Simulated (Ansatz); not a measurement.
The reference is BP in the rock salt structure (space group Fm-3m, No. 225; a = 4.289 Å; a hypothetical phase, not in the database extracts checked).

Levels (all Ansatz, a quantum-chemistry and plane-wave program, PAW): PBEsol (420 eV, no SOC); r2SCAN (500 eV, no spin-orbit coupling).

The geometry is relaxed with PBEsol.

```
Quantity          Result
---------------  -------
PBEsol pressure  0.0 GPa
```

Question: How does going to r2SCAN change the pressure?

Answer: The pressure goes from zero to 3.6 GPa.

Single points use the geometry relaxed with PBEsol. Their cutoffs differ, which shifts pressures a little. Stability against distortions was not tested. The final runs are not spin-polarised.
